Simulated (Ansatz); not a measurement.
## GaSb under a change: uniaxial strain ε_zz = −1.25 %

Consider GaSb in the zinc blende structure (space group F-43m, No. 216; a = 6.132 Å). Axes: x, y, z lie along the cube axes.

Modification: the cell is compressed by 1.25 % along z with no lateral relaxation; the atoms relax in the strained cell.

Level of theory: r2SCAN (Ansatz, a first-principles code; PAW; 500 eV plane waves; without spin-orbit coupling). k-mesh 13×13×13 (Γ-centred); smearing 0.05 eV (Fermi–Dirac).

| quantity | base | changed | shift |
|---|---|---|---|
| energy relative to the base (free energy F) | 0 meV/atom | +1.2 meV/atom | +1.2 meV/atom |
| band gap | 0.41 eV | 0.46 eV | +0.044 eV |
| gap character | direct at Γ | direct at Γ | – |
| electron mass | 0.023 mₑ (at Γ) | 0.026 mₑ along z, 0.029 mₑ across (at Γ) | – |
| valence-band top at Γ (three highest levels, from the VBM) | 0.00, 0.00, 0.00 eV | 0.00, -0.08, -0.08 eV | – |
| stress (xx, yy, zz, yz, xz, xy; compression positive) | – | (0.49, 0.49, 1.10, 0.00, 0.00, 0.00) GPa | – |

Cost of the whole job for the changed cell (relaxation, final SCF and bands): about 3 core-minutes (a rough figure).

With Sb present, leaving out spin-orbit coupling can change the band edges. Masses are band curvatures over ±0.01 Å⁻¹ around the edge. Whether these cells are dynamically stable was not tested. Labels are those of the standard path for the cell's own space group.
